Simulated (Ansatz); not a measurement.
```xyz
2
Lattice="0.0000 2.7239 2.7239 2.7239 0.0000 2.7239 2.7239 2.7239 0.0000" Properties=species:S:1:pos:R:3 pbc="T T T"
K      0.0000     0.0000     0.0000
F      2.7239     2.7239     2.7239
```

No spin polarisation.

Method: PBE (Ansatz, a first-principles code), spin-orbit coupling left out. k-mesh 11×11×11 (Γ-centred); smearing 0.05 eV (Fermi–Dirac).

Problem. Predict the band gap and pressure.

Solution. Band gap: 5.89 eV
Pressure: -0.42 GPa

The cells carry an imposed strain or load. Stability against distortions was not tested. The cell was made from KF in the rock salt structure (space group Fm-3m, No. 225) by this change: isotropic strain +0.50 %.
